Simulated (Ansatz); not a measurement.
**Response to strain in TiO2**

Start from TiO$_{2}$ in the rutile structure (space group P4_2/mnm, No. 136).

```
CELL_PARAMETERS angstrom
      4.64344     0.00000     0.00000
      0.00000     4.64344     0.00000
      0.00000     0.00000     2.96380
ATOMIC_POSITIONS crystal
  Ti 0.00000 0.00000 0.00000
  Ti 0.50000 0.50000 0.50000
  O  0.30513 0.30513 0.00000
  O  0.80513 0.19487 0.50000
  O  0.19487 0.80513 0.50000
  O  0.69487 0.69487 0.00000
```

Strains are applied to the cell and any free atomic positions relax.

The values are results of Ansatz (a program for electronic structure) PBE, no spin-orbit coupling, not measurements.

Notes on the quantities. energy relative to the base: free energy F.

```csv
isotropic strain (%),energy relative to the base (meV/atom)
-3,64.2
-2.4,40.2
-1.8,?
-1.2,9.6
-0.6,2.4
0,0.0
```

Problem. Fit ΔE = Aε² + Bε³ (ε in %) to the rows shown and predict the withheld row.

Solution. Least squares on the printed values gives A = 6.37 and B = -0.25 meV/atom (largest residual 0.1 meV/atom); this predicts 22.1 meV/atom, and the run gives 22.1 meV/atom, in agreement.

Stability against distortions was not tested. All final runs are without spin polarisation.
